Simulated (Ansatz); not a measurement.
The starting structures come from a database of crystals and need not be the phases stable at ambient conditions.

 Where the default PAW files enter, the runs use the earlier of Ansatz's two default sets.

The decay constant κ of evanescent states in the gap governs leakage through a thin film.

```xyz
10
Lattice="5.7071 0.0000 0.0000 -2.8535 4.9425 0.0000 2.8535 1.6475 4.6598" Properties=species:S:1:pos:R:3 pbc="T T T"
Sr     2.8535     1.6475     1.1650
Sr     2.8535     4.9425     3.4949
Zn     0.0000     3.2950     2.3299
W      0.0000     0.0000     0.0000
O      4.2291     2.4417     3.5367
O      1.4780     4.1483     1.1232
O      7.1851     2.4417     3.5367
O     -1.4780     4.1483     1.1232
O      5.7071     5.0016     3.5367
O      0.0000     1.5884     1.1232
```

Space group of this cell: Fm-3m. The cell is taken as given; by r2SCAN its mean pressure is -8.3 GPa.

Transport runs along the normal of the first two printed cell vectors, the (111) plane of the conventional cell.

The gap is the functional's own. No spin-orbit coupling. Mid-gap values are interpolated on the energy grid.

**Question.** Give the band gap and the smallest decay constant κ at mid-gap that r2SCAN run with Ansatz (an electronic-structure program) yields.

**Answer.** Gap 3.20 eV on a 8×8×8 mesh; κ = 0.366 1/Å, at (0.500, 0.000) of the in-plane reciprocal vectors. At the zone centre, at the nearest computed energy, the slowest state has κ = 0.37 1/Å.
